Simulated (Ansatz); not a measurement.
The reference is ZnS (space group P4_2/mnm, No. 136; a = 6.518 Å, c = 3.808 Å; a hypothetical phase, not in the database extracts checked). Axes: x, y, z lie along a, b, c of the conventional cell.

It is then changed as follows: uniaxial stress, 2 GPa tension along x, with the cell and atoms free to relax against it.

Levels (all Ansatz, a program for electronic structure, PAW): PBEsol (420 eV, no SOC); r2SCAN (500 eV, no spin-orbit coupling); HSE06 (420 eV, no spin-orbit coupling).

At the geometry relaxed with PBEsol, these levels gave the following band gaps, in shuffled order: (a) 2.16 eV, (b) 3.53 eV, (c) 2.85 eV.

Match each gap to its level.

(a) PBEsol; (b) HSE06; (c) r2SCAN.

Single points use the geometry relaxed with PBEsol. Load acts through the strain it causes; cell and atoms are relaxed under it. Beyond what the load breaks, stability against distortions was not tested.
